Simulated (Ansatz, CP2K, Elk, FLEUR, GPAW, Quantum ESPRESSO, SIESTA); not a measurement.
One structure in several programs: MgGeAs2 (I-42d, 8 atoms in the cell)

Self-consistent single point.

```
MgGeAs2
1.0
   -2.97950     2.97950     5.55323
    2.97950    -2.97950     5.55323
    2.97950     2.97950    -5.55323
Mg Ge As
2 2 4
Direct
  0.75000   0.25000   0.50000
  0.00000   0.00000   0.00000
  0.50000   0.50000   0.00000
  0.25000   0.75000   0.50000
  0.87500   0.39990   0.02490
  0.60010   0.62500   0.47510
  0.37500   0.85010   0.97510
  0.14990   0.12500   0.52490
```

All programs got the same cell, k-point mesh and kind of occupations (in Ansatz's words: kpoints.mp_grid.grid = 3 3 3; scf.occupations.method = fermi_dirac; scf.occupations.width = 0.05 eV); potentials, basis and cutoffs are each program's usual ones.

```tsv
code	model	pressure (GPa)	gap on the mesh (eV)	k-points	cutoff
FLEUR	LDA (Vosko-Wilk-Nusair), all-electron FLAPW (FLEUR), scalar-relativistic valence	–	0.559	6	Kmax 4.1 1/bohr
Elk	LDA (PW92), all-electron FP-LAPW, Elk's shipped species files, default APW+lo basis	–	0.558	7	default
Quantum ESPRESSO	LDA (PZ), GBRV 1.5 ultrasoft (LDA) pseudopotentials	-1.63	0.566	6	50 Ry
CP2K	LDA (Pade form), GPW, DZVP-MOLOPT-SR-GTH basis, GTH-PADE potentials (GTH_POTENTIALS)	-1.64	0.613	14	grid 1000 Ry
GPAW	LDA (Perdew-Wang 92), GPAW PAW datasets LDA (gpaw-data 1.0.1)	-1.63	0.584	6	800 eV
SIESTA	LDA PW92, numerical atomic orbitals DZP, PseudoDojo LDA standard norm-conserving potentials (rewritten from UPF to PSML)	0.08	0.443	14	grid 300 Ry
Ansatz	LDA (PW92), default PAW files made with PBE	-1.82	0.565	6	420 eV
```

A dash marks a value that a program does not give, or that is left out as unsure.

Gaps are read on the mesh.

The spread over the programs that give each value: pressure within 1.90 GPa; gap on the mesh within 0.170 eV.

The starting cell comes from a database of computed structures (which also holds hypothetical and non-ambient phases and stackings), without a prior relaxation at this level.

Why do the programs differ, and what cannot be compared?

Differences of this kind can come from the potentials, where these differ, and from what each basis and cutoff leave unconverged. The valence holds different numbers of electrons (FLEUR 108, Quantum ESPRESSO 68, CP2K 48, GPAW 48, SIESTA 108, Ansatz (a program for electronic structure) 108). The zero of total energies and Fermi levels follows the potentials and each program's conventions, so they are not compared here. CP2K and SIESTA use small atom-centred bases, whose incompleteness enters pressures, forces and empty levels differently from a plane-wave cutoff. FLEUR and Elk treat all electrons, but the usual bases taken here (sphere radii, linearisation, local orbitals, empty states) were not tested for convergence, so the values are no reference for the others. Ansatz's pressure is given at a fixed set of plane waves, as the other plane-wave codes print theirs. The same LDA comes in different parametrisations, which differ slightly. The programs reduce the same mesh by symmetry to different extents, which changes the work and not the result. In the pressure, SIESTA (by 1.70) lies more than 1 GPa from the median of the plane-wave programs. In the gap, SIESTA (by 0.123) lies more than 0.12 eV from the median of the plane-wave programs. In the force vectors, CP2K (by 0.092) and SIESTA (by 0.321) lie more than 0.08 eV/Å from the median of the plane-wave programs.

Left out of this page: ABINIT (with a known weakness of the program).

Keys are those of Ansatz 0.2.
